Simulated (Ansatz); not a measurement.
Base system: TaAs in the CsCl type structure (space group Pm-3m, No. 221; a = 3.1783 Å; a hypothetical phase, not in the database extracts checked; relaxed with 0.1 eV smearing). Axes: x, y, z lie along the cube axes.

One thing is altered: the cell is compressed by 0.61 % along x with no lateral relaxation, atoms relaxed at fixed cell.

Levels (all Ansatz, a quantum-chemistry and plane-wave program, PAW): PBEsol (420 eV, no spin-orbit coupling); r2SCAN (500 eV, scalar-relativistic without spin-orbit coupling).

The geometry is relaxed with PBEsol.

PBEsol pressure: 1.2 GPa

With r2SCAN at the same geometry, the pressure rises by 3.9 GPa to 5.1 GPa.

Single points use the geometry relaxed with PBEsol. Their cutoffs differ, which shifts pressures a little. The cells carry an imposed strain or load. Stability against distortions was not tested. The final runs are not spin-polarised.
